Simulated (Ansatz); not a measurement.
**A computed series for hypothetical P6_3mc GeSe: pressure series**

Consider GeSe (space group P6_3mc, No. 186; a = 4.711 Å, c = 5.693 Å; a hypothetical phase, not in the database extracts checked).

Cell and atoms are relaxed at each pressure.

Computed with PBEsol in Ansatz (plane waves to 420 eV, PAW, without spin-orbit coupling).

Two rows of this table had their results exchanged by mistake.

```
pressure           volume per atom (Å³)  shortest distance (Å)  band gap
-----------------  --------------------  ---------------------  --------
pressure −2 GPa                   29.00                  2.591   0.86 eV
pressure −1 GPa                   28.07                  2.596   0.70 eV
pressure 0.9 GPa                  26.71                  2.611   0.41 eV
pressure 2.1 GPa                  26.02                  2.621   0.25 eV
pressure 4.5 GPa                  24.86                  2.645      zero
pressure 9 GPa                    23.29                  2.588      zero
pressure 15 GPa                   18.93                  2.414      zero
pressure 22.5 GPa                 20.14                  2.462      zero
pressure 30 GPa                   21.71                  2.526      zero
```

Which two?

The rows for pressure 15 GPa and pressure 30 GPa: the volume has to fall steadily with pressure, so 21.71 Å³ belongs to pressure 15 GPa and 18.93 Å³ to pressure 30 GPa.

A case with no gap was solved on a k-mesh chosen for an insulator, which is coarse for it. Load acts through the strain it causes; cell and atoms are relaxed under it. Whether these cells are dynamically stable was not tested. Competing high-pressure phases were not computed. All final runs are without spin polarisation. Along this pressure series the structure jumps between pressure 4.5 GPa and pressure 9 GPa; cells beyond that are another form of it. The zero or small gap of GeSe under pressure 2.1 GPa, GeSe under pressure 4.5 GPa and GeSe under pressure 9 GPa can change with the level of theory.

Ansatz is a program for electronic structure.
